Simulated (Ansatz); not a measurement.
Candidates (primitive cells; geometry: relaxed with this functional, without spin-orbit coupling):
A. ScZn (Pm-3m), a = b = c = 3.3017 Å, α = β = γ = 90.00°
B. ScAs (Fm-3m), a = 3.825 Å, b = 3.825 Å, c = 3.825 Å, α = 60.00°, β = 60.00°, γ = 60.00°
C. ScB$_{2}$ (P6/mmm), a = b = 3.1266 Å, c = 3.4822 Å, α = β = 90.00°, γ = 120.00°
D. ScHg (Pm-3m), a = 3.4672 Å, b = 3.4672 Å, c = 3.4672 Å, α = 90.00°, β = 90.00°, γ = 90.00°

### Question
Rank these by resistivity at 300 K (lowest first), as PBEsol, DFPT electron-phonon coupling, linearised Boltzmann equation (Ansatz, a first-principles code) gives it.

### Answer
C (7.7 μΩ·cm), B (14.3 μΩ·cm), A (26 μΩ·cm), D (37 μΩ·cm)

Metals; harmonic phonons alone scatter; means over directions. Halving the electron mesh moves these values by up to 9 %; q meshes are mostly untested. Spin-orbit coupling is left out.

Formula and space group known from diffraction (Crystallography Open Database), not checked to be the room-temperature form: ScAs (Fm-3m), ScB2 (P6/mmm), ScHg (Pm-3m), ScZn (Pm-3m). The missing spin-orbit coupling matters most for ScHg (Pm-3m).
